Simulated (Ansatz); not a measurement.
System: ZnSnO3 (Pnma, No. 62, 20 atoms in the cell; start mp-1337169). Method: PBEsol (Ansatz, a program for electronic structure, PAW).

Settings: plane-wave cutoff 520 eV, 6×6×6 k mesh, Fermi–Dirac smearing 0.01 eV, scalar-relativistic PAW data made under PBE.

Cell (relaxed with PBEsol):

SnZnO₃ is taken in the orthorhombic space group Pnma (No. 62), Pearson symbol oP20. Lattice parameters: a = 5.3158 Å, b = 7.8237 Å, c = 5.3036 Å, α = β = γ = 90.00°. Zn on 4c is surrounded by 4 O at 1.992–2.088 Å. Sn on 4b is surrounded by 6 O at 2.037–2.131 Å (octahedral). O1 on 4c sees 2 Zn at 2.044–2.088 Å and 2 Sn at 2.131 Å. O2 on 8d has 1 Zn at 1.992 Å and 2 Sn at 2.037–2.062 Å (trigonal planar). (Neighbours: up to the widest gap in distance over summed covalent radii, below 1.35, at either atom; cation-cation and far metal-metal contacts left out.)

Question: Estimate the band gap and smallest direct gap on the k points sampled that the calculation returns.

Answer: 
- band gap = 1.28 eV
- smallest direct gap on the k points sampled = 1.29 eV

Spin–orbit coupling is not included.

The computed numbers hold no vibrational or temperature effects.

The result took very roughly 100 core-seconds.

A start named mp-… is a Materials Project structure, which need not be a measured phase.
